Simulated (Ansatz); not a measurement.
Pb, element substitutions

The reference is Pb in the fcc (Cu type) structure (space group Fm-3m, No. 225; a = 4.931 Å).

Each row replaces one element on all its sites; cell and atoms are relaxed.

Computed with PBEsol in Ansatz (plane waves to 420 eV, PAW, no spin-orbit coupling), earlier PAW set.

```
case         density  shortest interatomic distance
-------  -----------  -----------------------------
base     11.48 g/cm³                        3.487 Å
Pb → Ni   9.39 g/cm³                        2.449 Å
Pb → Re  21.17 g/cm³                        2.744 Å
Pb → Sb   7.71 g/cm³                        3.334 Å
```

The magnetic state is the one reached from the starting moments; the real material's order can differ, and small cells can't hold many antiferromagnetic ones. Stability against distortions was not tested. Spin-polarised in the final run: Ni; the other runs are not. This is not the structure that Re has at room temperature and ambient pressure. This is not the structure that Sb has at room temperature and ambient pressure.

Ansatz is a quantum-chemistry and plane-wave program.
